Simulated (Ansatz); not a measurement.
The starting structures come from a database of crystals and need not be the phases stable at ambient conditions.

Input:

```xyz
18
Lattice="6.5674 0.0000 0.0000 0.0323 6.9418 0.0000 -3.2589 -0.0459 5.6730" Properties=species:S:1:pos:R:3 pbc="T T T"
K     -0.1278     3.4597     3.8524
K      3.4686     3.4362     1.8206
K      0.0286     6.8927     3.6078
K      3.3122     0.0033     2.0651
Zr     2.8713     5.1626     5.4079
Zr     0.4695     1.7333     0.2650
F      2.4515     0.2750     4.8919
F      0.8893     6.6210     0.7811
F      2.2159     3.1133     5.3249
F      1.1248     3.7826     0.3480
F      0.8063     5.3514     5.6666
F      2.5345     1.5446     0.0064
F      2.0531     4.9873     3.4931
F      1.2876     1.9087     2.1799
F      5.4713     1.4702     1.5678
F     -2.1305     5.4257     4.1052
F      4.1164     1.9562     3.9304
F     -0.7756     4.9397     1.7426
```

Space group of this cell: C2/c. The cell is taken as given.

Transport runs along the normal of the first two printed cell vectors.

No gap correction and no spin-orbit coupling; mid-gap values are interpolated between computed energies.

**Question.** Estimate the band gap and the smallest decay constant κ at mid-gap that r2SCAN run with Ansatz (an electronic-structure program) returns for this system.

**Answer.** Gap 6.40 eV on a 6×6×6 mesh; κ = 0.607 1/Å, at the zone centre.
